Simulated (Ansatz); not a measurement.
Worked example: self-consistent single point of KMgF₃ (P4mm, 5 atoms in the cell) in Ansatz (a first-principles code).

Method of the run: LDA (PW92), default PAW files made with PBE (plane waves; Ansatz).

```
CELL_PARAMETERS angstrom
      4.00995     0.00000     0.00000
      0.00000     4.00995     0.00000
      0.00000     0.00000     4.00995
ATOMIC_POSITIONS crystal
  K  0.00000 0.00000 0.01247
  Mg 0.50000 0.50000 0.50000
  F  0.50000 0.00000 0.50000
  F  0.00000 0.50000 0.50000
  F  0.50000 0.50000 0.00000
```

Reference input (self-consistent single point, DFT, LDA (PW92), plane waves, default PAW files made with PBE): basis.ecutwfc = 420 eV; kpoints.mp_grid.grid = 6 6 6; hamiltonian.xc = lda; hamiltonian.pseudopotentials = {kind: paw} (the program's default PAW files); scf.occupations.method = fermi_dirac; scf.occupations.width = 0.02 eV. This run's input differs from it in these lines:

Ansatz 0.2 input:
```diff
@@ -16,3 +16,4 @@
   mp_grid:
-    grid: [6, 6, 6]
+    grid: [16, 16, 16]
+    shift: [0.5, 0.5, 0.5]
 hamiltonian:
```

Output (repeated stretches shortened):

```
SCF iter   1: F=—  HF=-5787.608124 eV  |F-HF|=—  |Δ(HF+E_count)|=         —  Δρ=1.99e-2  dr2=1.77e-1  ethr=1.77e-3  ⟨swp⟩=6.4  Hψ=35975  notcnv=0
all-band conjugate gradients solve this SCF's bands
preconditioner: auto → Resta (q_TF=auto, 2.520 Å⁻¹)
SCF iter   2: F=—  HF=-5787.552644 eV  |F-HF|=—  |Δ(HF+E_count)|=   5.55e-2  Δρ=5.41e-3  dr2=5.90e-3  ethr=4.42e-4  ⟨swp⟩=2.0  Hψ=14308  notcnv=0  defer=287
   [... lines left out ...]
SCF iter   4: F=—  HF=-5787.550026 eV  |F-HF|=—  |Δ(HF+E_count)|=   3.71e-4  Δρ=1.02e-3  dr2=3.53e-4  ethr=4.33e-6  ⟨swp⟩=1.0  Hψ=6915  notcnv=0  defer=288
SCF iter   5: F=—  HF=-5787.549895 eV  |F-HF|=—  |Δ(HF+E_count)|=   1.31e-4  Δρ=2.25e-4  dr2=1.85e-5  ethr=8.83e-7  ⟨swp⟩=2.1  Hψ=8314  notcnv=0  defer=288
SCF iter   6: F=—  HF=-5787.549890 eV  |F-HF|=—  |Δ(HF+E_count)|=   4.92e-6  Δρ=2.41e-5  dr2=2.22e-7  ethr=4.62e-8  ⟨swp⟩=2.0  Hψ=9797  notcnv=0  defer=288
SCF iter   7: F=-5787.549890 eV  HF=-5787.549890 eV  |F-HF|=1.82e-9  |Δ(HF+E_count)|=   9.57e-9  Δρ=2.63e-6  dr2=6.14e-9  ethr=2.50e-10  ⟨swp⟩=8.0  Hψ=30570  notcnv=0
SCF 1 converged in 7 iterations: F = -5787.549890 eV  dr2 = 6.14e-9
Free energy (F): -5787.549890 eV
Internal energy: -5787.549890 eV  (E = F + TS)
E sigma→0 (E₀):  -5787.549890 eV
Fermi energy:    5.730598 eV
--- Forces (eV/Å), atoms counted from 1 ---
  atom   1  K     -0.00000000     0.00000000    -0.08012646
  atom   2  Mg     0.00000000     0.00000000     0.05707621
  atom   3  F      0.00000000     0.00000000     0.00028600
  atom   4  F      0.00000000     0.00000000     0.00028600
  atom   5  F     -0.00000000     0.00000000     0.02247479
--- Stress (GPa, compression-positive) ---
       -5.567776       0.000000      -0.000000
        0.000000      -5.567776       0.000000
       -0.000000       0.000000      -5.568998
  P = ⅓ Tr σ = -5.5682 GPa (-55.682 kbar)
  The stress holds the Pulay correction. Without it, at fixed plane waves, as pw.x and ABINIT print it: P = -6.3203 GPa
```

The run converged in 7 iterations. Against the reference run the free energy hardly moves (within 1 meV/atom), the pressure stays at -5.57 GPa, the largest force stays at 0.080 eV/Å and the gap on the mesh goes from 6.850 to 6.910 eV.

The starting cell has typed, rounded lattice constants, without a prior relaxation at this level. Its lattice was rescaled by up to half a per cent. One atom was moved a little off its site on purpose. Ansatz's pressure includes its estimate of the finite-basis (Pulay) stress. Without the estimate this run gives -6.32 GPa. The shifted mesh does not hold Γ, so a gap read on it misses any band edge there.
